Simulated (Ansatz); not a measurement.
Co3NiC (model structure, started from the Mn3GaN type, Pm-3m, No. 221, 5 atoms in the cell), treated with PBEsol in Ansatz (PAW).

Run with plane-wave cutoff 520 eV, 14×14×14 k mesh, Fermi–Dirac smearing 0.05 eV, spin-polarised with parallel moments, scalar-relativistic PAW data made under PBE.

Cell (relaxed at this level):

```cif
data_CCo3Ni
_chemical_formula_sum 'Co3 Ni1 C1'
_space_group_name_H-M_alt 'P 1'
_space_group_IT_number 1
_cell_length_a 3.65843
_cell_length_b 3.65843
_cell_length_c 3.65843
_cell_angle_alpha 90.000
_cell_angle_beta 90.000
_cell_angle_gamma 90.000
loop_
_space_group_symop_operation_xyz
  'x, y, z'
loop_
_atom_site_label
_atom_site_type_symbol
_atom_site_fract_x
_atom_site_fract_y
_atom_site_fract_z
_atom_site_occupancy
Co1 Co 0.50000 0.50000 0.00000 1
Co2 Co 0.00000 0.50000 0.50000 1
Co3 Co 0.50000 0.00000 0.50000 1
Ni1 Ni 0.00000 0.00000 0.00000 1
C1 C 0.50000 0.50000 0.50000 1
```
Starting moments (μB, in the order of the record's atoms Co Co Co Ni C): 3.0 3.0 3.0 2.0 0.0.

Problem. Give the computed bulk modulus B0.

Solution. 
* **bulk modulus B0**: 257 GPa

The run finds no gap.

Note: the magnetic order was assumed, not searched for or taken from measurement; the bulk modulus is −V dP/dV from two relaxed cells at ±2 % in volume; the moments ended far under their starting size, a low-moment state that need not be the lowest; the relaxation could raise the start's symmetry but not lower it, so the cell can be a saddle point.

The computed numbers hold no vibrational or temperature effects.

The result took very roughly 5 core-minutes.

A model structure was made by putting elements into a prototype or built by hand; it is no filed structure, need not be a known phase, and can be a saddle point held by its symmetry.

Ansatz is a program for electronic structure.
